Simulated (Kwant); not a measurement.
System: quantum point contact (saddle potential) in a CdTe two-dimensional gas. Effective mass 0.096 mₑ, grid spacing 1.7 nm, hard walls, nominal width 40 nm (23 grid rows, so walls 40.8 nm apart), one parabolic valley, scattering region 120 nm long along x; energies count from the band bottom; Fermi energy 0.0816 eV. Potential (V0 + ½k y²) cos²(πx/L) for |x| < L/2, with V0 swept from 0.08568 to 0 eV, k = 0.00056 eV/nm², L = 41 nm.

The device is made up for the run: typed textbook-type constants, with dimensions and the other settings drawn at random.

Computed with Kwant: effective-mass tight-binding model on a square grid, one spin, coherent transport at 0 K. Conductance is in e²/h.

**Question.** Compare with the saddle-point formula G = Σ 1/(1 + exp(−2π(E − V0 − ħωy(n + ½))/ħωx)), taking ħωy = ħ√(k/m) and ħωx from the curvature along x of V0 plus half of the mode's confinement energy.

**Answer.** ħωy = 21.1 meV; at V0 = 69.5 meV the lowest mode has ħωx = 26.4 meV.

```
V0 (meV)  formula  simulation
--------  -------  ----------
80.7         0.11        0.11
69.5         0.60        0.62
58.4         1.08        1.09
47.2         1.68        1.71
36.0         2.12        2.14
24.8         2.77        2.81
```

The formula takes a parabolic saddle in the continuum; the run has the full potential on a grid.
